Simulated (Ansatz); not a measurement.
Consider the following.

```
TaC
1.0
    3.29466     0.00000     0.00000
    1.64733     2.85326     0.00000
    1.64733    -0.95109     2.47370
C Ta
1 1
Direct
  0.00000   0.00000   0.00000
  0.00000   0.50000   0.50000
```

No spin polarisation.

Computed with PBEsol, PAW, 420 eV (Ansatz, a program for electronic structure; no spin-orbit coupling), earlier PAW set. Γ-centred 22×22×22 mesh, Fermi–Dirac width 0.1 eV.

### Question
What is the computed mean in-plane stress (compression positive)?

### Answer
-27.1 GPa.

### Question
Predict the space group.

### Answer
R-3m (No. 166).

### Question
Predict the band gap.

### Answer
Zero.

The cells carry an imposed strain or load. No phonon test of stability was made. The final runs are not spin-polarised. The cell was made from TaC in the rock salt structure (space group Fm-3m, No. 225) by this change: biaxial strain +4.94 %, plane normal [111], relaxed out of plane.
